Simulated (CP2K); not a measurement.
**One base run on LaMg6Ni (Amm2, 8 atoms in the cell) and variants with one or two settings moved**

```
LaMg6Ni
1.0
    4.83480     0.00000     0.00000
    0.00000     6.86059     0.00000
    0.00000     3.99908     5.57450
La Mg Ni
1 6 1
Direct
  0.50000   0.70386   0.70386
  0.00000   0.81266   0.30048
  0.00000   0.30048   0.81266
  0.00000   0.31232   0.31232
  0.50000   0.68056   0.17586
  0.50000   0.17586   0.68056
  0.50000   0.15046   0.15046
  0.00000   0.86381   0.86381
```

Base run A: PBEsol, GPW, DZVP-MOLOPT-SR-GTH basis, GTH-PBE potentials (GTH_POTENTIALS) (CP2K 2026.2), self-consistent single point.

Its settings: CUTOFF = 1000 Ry; REL_CUTOFF = 50 Ry; SMEAR/METHOD = METHFESSEL_PAXTON; SIGMA = 0.136 eV; KPOINTS/SCHEME = MACDONALD 4 3 3 0.125 0 0; XC_FUNCTIONAL = PBE:PBESOL; La/BASIS_SET = DZVP-MOLOPT-SR-GTH-q11; La/POTENTIAL = GTH-PBE-q11; Mg/BASIS_SET = DZVP-MOLOPT-SR-GTH-q10; Mg/POTENTIAL = GTH-PBE-q10; Ni/BASIS_SET = DZVP-MOLOPT-SR-GTH-q18; Ni/POTENTIAL = GTH-PBE-q18; METHOD = GPW; EPS_DEFAULT = 1e-10; NGRIDS = 5; SCF_GUESS = ATOMIC; EPS_SCF = 1e-07; MAX_SCF = 100; ADDED_MOS = 15; MIXING/METHOD = BROYDEN_MIXING.

The starting cell comes from a database of computed structures (which also holds hypothetical and non-ambient phases and stackings), without a prior relaxation at this level. Spin polarisation is off. Values carry the incompleteness of an atom-centred basis. The potentials were made for another functional than the one used. Without a gap this mesh is coarse (it stands for a supercell whose shortest vector is 19 Å).

ΔF is the free energy per atom less that of run A. A dash stands where there is no value to compare (another energy zero or no entropy term, no result, no spin, no clean gap, or a mesh too coarse for one). Total energies depend on the potentials, the functional and any Hubbard or dispersion term, so they are compared only between runs that share all of them.

Runs:
- B: EPS_SCF: 1e-07 → 1e-12
- C: FULL_GRID: default → T
- D: XC_FUNCTIONAL: PBE:PBESOL → GGA_X_RPBE + GGA_C_PBE [RPBE]
- E: ADDED_MOS: 15 → 1
- F: SIGMA: 0.136 eV → 0.1 eV
- G: MIXING/ALPHA: 0.3 → 0.2
- H: MIXING/BETA: default → 0.1 1/bohr

| run | ΔF (meV/atom) | pressure (GPa) | largest force (eV/Å) | k-points |
|---|---|---|---|---|
| A | 0.00 | 0.38 | 0.395 | 19 |
| B | 0.00 | 0.38 | 0.395 | 19 |
| C | 0.00 | 0.38 | 0.395 | 36 |
| D | – | 3.23 | 1.407 | 19 |
| E | 0.60 | 0.36 | 0.388 | 19 |
| F | 0.10 | 0.39 | 0.396 | 19 |
| G | 0.00 | 0.38 | 0.395 | 19 |
| H | 0.00 | 0.38 | 0.395 | 19 |

Run D against A: The pressure goes from 0.38 to 3.23 GPa and the largest force goes from 0.395 to 1.407 eV/Å.

Run F against A: The free energy is nearly the same (within 1 meV/atom), the pressure hardly changes (0.38 to 0.39 GPa) and the largest force moves little (0.395 to 0.396 eV/Å).

Run B against A: The free energy stays essentially unchanged (within 1 meV/atom), the pressure stays at 0.38 GPa and the largest force stays at 0.395 eV/Å.

Left out of this page: 1 run of the series unsound by tests on forces, stress, charge or solver warnings.
